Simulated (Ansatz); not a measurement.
The structure below was relaxed with Kohn–Sham DFT with the PBE-D3(BJ) functional, run in Ansatz (a quantum-chemistry and plane-wave program) with PAW and 420 eV plane waves, no spin-orbit coupling, earlier PAW set, at pressure −1 GPa.

```yaml
crystal:
  lattice:
    - [2.69011, 0.00000, 0.00000]
    - [-1.34506, 2.32971, 0.00000]
    - [0.00000, 0.00000, 4.74863]
  atoms:
    - { symbol: Si, position: [0.00000, 0.00000, 0.00000] }
    - { symbol: O, position: [0.66667, 0.33333, 0.19288] }
    - { symbol: O, position: [0.33333, 0.66667, 0.80712] }
```

Q: Find the space group and the Wyckoff positions.

A: Space group P-3m1 (No. 164); a = 2.690 Å, b = 2.690 Å, c = 4.749 Å, α = 90.00°, β = 90.00°, γ = 120.00°

```
atom  site  symmetry       x       y       z
----  ----  --------  ------  ------  ------
Si      1a      -3m.  0.0000  0.0000  0.0000
O       2d       3m.  0.6667  0.3333  0.1929
```

Load acts through the strain it causes; cell and atoms are relaxed under it. Stability against distortions was not tested. The cell was made from SiO2 in the CdI2 type structure (space group P-3m1, No. 164; a hypothetical phase, not in the database extracts checked; layered, stacked along the Cartesian z axis) by this change: pressure −1 GPa.
